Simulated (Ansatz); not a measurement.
Subject: the energy of the reaction as written. Reaction: 1/4 cell B + 3/8 O2 (gas) → cell A. Negative: the products are lower in energy.

Cell A: a slab of W (bcc, Im-3m) cut along (110), 9 atoms, oblique cell of 3.18 × 2.76 Å (7.2 Å²), symmetry Cm within 0.02 Å, 16.9 Å thick under 16 Å of vacuum, in-plane vectors held at the crystal's; planes from bottom to top: W × 8 | O, its two faces unlike (dipole correction applied); added, foreign or displaced atoms, above the top plane: O bound to 3 W at 2.01–2.09 Å; spin state with PBE: run without spin, k-point mesh 18×20×1.
```
W8O
1.0
    3.18384     0.00000     0.00000
    1.59192     2.25131     0.00000
    0.00000     0.00000    33.29142
W O
8 1
Direct
  0.49481   0.01048   0.24330
  0.99487   0.01032   0.30849
  0.49496   0.01014   0.37639
  0.99495   0.01017   0.44395
  0.49501   0.01004   0.51171
  0.99636   0.00730   0.57907
  0.50325   0.99368   0.64720
  0.02163   0.95660   0.71473
  0.37917   0.24126   0.75076
```

Cell B: a slab of W (bcc, Im-3m) cut along (110), 33 atoms, oblique cell of 6.37 × 5.51 Å (28.7 Å²), symmetry Cm within 0.02 Å, 16.8 Å thick under 16 Å of vacuum, in-plane vectors held at the crystal's; planes from bottom to top: W4 × 8 | O; added, foreign or displaced atoms, above the top plane: O bound to 3 W at 2.06–2.10 Å; spin state with PBE: run without spin, k-point mesh 7×8×1.
```yaml
crystal:
  lattice:
    - [6.36767, 0.00000, 0.00000]
    - [3.18384, 4.50262, 0.00000]
    - [0.00000, 0.00000, 33.29142]
  atoms:
    - { symbol: W, position: [0.74950, 0.50090, 0.24279] }
    - { symbol: W, position: [0.24958, 0.50078, 0.24278] }
    - { symbol: W, position: [0.74955, 0.00086, 0.24275] }
    - { symbol: W, position: [0.24959, 0.00073, 0.24274] }
    - { symbol: W, position: [0.99953, 0.00087, 0.30799] }
    - { symbol: W, position: [0.49953, 0.00088, 0.30799] }
    - { symbol: W, position: [0.99957, 0.50077, 0.30795] }
    - { symbol: W, position: [0.49948, 0.50096, 0.30797] }
    - { symbol: W, position: [0.74949, 0.50092, 0.37588] }
    - { symbol: W, position: [0.24952, 0.50096, 0.37588] }
    - { symbol: W, position: [0.74963, 0.00069, 0.37578] }
    - { symbol: W, position: [0.24942, 0.00110, 0.37585] }
    - { symbol: W, position: [0.99954, 0.00093, 0.44340] }
    - { symbol: W, position: [0.49945, 0.00096, 0.44339] }
    - { symbol: W, position: [0.99933, 0.50131, 0.44335] }
    - { symbol: W, position: [0.49974, 0.50047, 0.44332] }
    - { symbol: W, position: [0.74943, 0.50101, 0.51114] }
    - { symbol: W, position: [0.24954, 0.50103, 0.51114] }
    - { symbol: W, position: [0.74932, 0.00138, 0.51115] }
    - { symbol: W, position: [0.24987, 0.00032, 0.51091] }
    - { symbol: W, position: [0.99895, 0.00098, 0.57870] }
    - { symbol: W, position: [0.50010, 0.00093, 0.57870] }
    - { symbol: W, position: [0.00070, 0.49859, 0.57841] }
    - { symbol: W, position: [0.49856, 0.50285, 0.57854] }
    - { symbol: W, position: [0.75126, 0.49935, 0.64683] }
    - { symbol: W, position: [0.24941, 0.49928, 0.64685] }
    - { symbol: W, position: [0.75234, 0.99563, 0.64551] }
    - { symbol: W, position: [0.25039, 0.99953, 0.64667] }
    - { symbol: W, position: [0.00151, 0.99604, 0.71389] }
    - { symbol: W, position: [0.50222, 0.99642, 0.71381] }
    - { symbol: W, position: [0.99324, 0.51323, 0.71256] }
    - { symbol: W, position: [0.51330, 0.47390, 0.70997] }
    - { symbol: O, position: [0.18492, 0.13042, 0.74871] }
```

Reference: an isolated O2 molecule (triplet) in a box of 11 × 11 × 13 Å.

Plane-wave PAW calculations with Ansatz (a first-principles code), its PAW set soft_1, cutoff 420 eV, 500 eV for r2SCAN. The structures are at rest with PBE, within the held lattices; other levels are single points on them. Neutral cells; Fermi-Dirac smearing of at most 0.10 eV in the solids, energies taken to zero width. The lattices are those relaxed with PBE, so at other levels the solids can be strained, which adds to the spread. Larger cells are relaxed from a start prepared with the learned potential CHGNet, on a coarser mesh till forces fall under 0.03 eV/Å, which some starts already meet. A dispersion term (D3(BJ), or D4 for r2SCAN) was computed beside these levels and is taken off wherever the name lacks it. Space groups of crystals are read within 0.01 Å. Nuclei at rest; no vibrational terms. Cells are local rest points, mostly with their start's symmetry. The runs are scalar-relativistic, without spin-orbit coupling. The d electrons get no Hubbard U. No correction for cell size. The cells' k-point meshes differ in density, so the last digit is unsettled. Cell A has symmetry Cm within 0.02 Å and got no random move, so less symmetric positions, which may lie lower, weren't tried. Cell B has symmetry Cm within 0.02 Å and got no random move, so less symmetric positions, which may lie lower, weren't tried.

Problem. Estimate the value that PBE returns for this input.

Solution. -2.82 eV, for 1/4 cell B + 3/8 O2 (gas) → cell A.

Problem. What do the other levels give, and how wide is the spread?

Solution. 
```csv
Level,value (eV),less PBE
r2SCAN,-3.03,-0.21
```

The levels shown span 0.21 eV, from r2SCAN (-3.03) to PBE (-2.82).
